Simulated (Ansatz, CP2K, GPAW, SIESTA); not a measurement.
# AlCr2C (P6_3/mmc, 8 atoms in the cell) computed with different codes at matched settings

Self-consistent single point.

```
CELL_PARAMETERS angstrom
      2.82510     0.00000     0.00000
     -1.41255     2.44661     0.00000
      0.00000     0.00000    12.60137
ATOMIC_POSITIONS crystal
  Al 0.66667 0.33333 0.25000
  Al 0.33333 0.66667 0.75000
  Cr 0.33333 0.66667 0.41494
  Cr 0.66667 0.33333 0.58506
  Cr 0.66667 0.33333 0.91494
  Cr 0.33333 0.66667 0.08506
  C  0.00000 0.00000 0.50000
  C  0.00000 0.00000 0.00000
```

Shared settings, as Ansatz (an electronic-structure program) writes them: kpoints.mp_grid.grid = 9 9 2; scf.occupations.method = fermi_dirac; scf.occupations.width = 0.136 eV. Potentials and cutoffs stand in the table.

```tsv
code	model	pressure (GPa)	largest force (eV/Å)	cutoff
SIESTA	LDA PW92, numerical atomic orbitals DZP, PseudoDojo LDA standard norm-conserving potentials (rewritten from UPF to PSML)	-9.74	0.394	grid 300 Ry
Ansatz	LDA (PW92), PAW files made with PBE	-8.23	0.467	420 eV
CP2K	LDA (Pade form), GPW, DZVP-MOLOPT-SR-GTH basis, GTH-PADE potentials (GTH_POTENTIALS)	-8.99	0.409	grid 600 Ry
GPAW	LDA (Perdew-Wang 92), GPAW PAW datasets LDA (gpaw-data 1.0.1)	–	0.340	950 eV
```

A dash marks a value that a program does not give, or that is left out as unsure.

On Ansatz's run: spin polarisation is off.

The spread over the programs that give each value: pressure within 1.51 GPa; largest force within 0.127 eV/Å.

SIESTA and CP2K use small atom-centred bases, whose incompleteness enters pressures, forces and empty levels differently from a plane-wave cutoff. Ansatz's pressure is given at a fixed set of plane waves, as the other plane-wave codes print theirs; with its correction for the finite basis it is -8.08 GPa. The pressure of GPAW is left out: its cutoff lies under the one at which its stress was checked.

The starting cell comes from a database of computed structures (which also holds hypothetical and non-ambient phases and stackings), without a prior relaxation at this level.

Left out of this page: FLEUR (not drawn, or without a comparable value).

Keys are those of Ansatz 0.2.
